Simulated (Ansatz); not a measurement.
Start from LaMnO₃ (space group R-3c, No. 167; a = 5.5041 Å, c = 13.1960 Å (hexagonal axes); ferromagnetic). Axes: x lies along a and z along c of the hexagonal cell.

Computed with PBEsol (Ansatz, a first-principles code; PAW; 420 eV plane waves; spin-orbit coupling left out).

For the base:

The shortest interatomic distance is 1.959 Å and the magnetic state is ferromagnetic. The largest site moment is 2.98 μB.

It is then changed as follows: a pure shear with ε_xz = ε_zx = -0.0069; the atoms relax in the strained cell.

Task: What happens to the energy relative to the base, shortest interatomic distance, largest internal atomic displacement, magnetic state and largest site moment?

Result: The energy grows by 0.3 meV/atom; the shortest interatomic distance drops by 0.005 Å, from 1.959 Å to 1.954 Å; the largest internal atomic displacement is 0.115 Å; the magnetic state is still ferromagnetic; the largest site moment hardly moves (2.98 μB against 2.97 μB).

Without a gap, meshes like the base's 11×11×11 leave anisotropic stresses uncertain by several tenths of a GPa, and small strain energies with them. No phonon test of stability was made. No Hubbard U is applied and the magnetic state is the run's own (LaMnO3 ferromagnetic); other magnetic orders, which need larger cells, were not tried and can change the gap. In its common phase, real LaMnO3 is an antiferromagnetic insulator at low temperature.
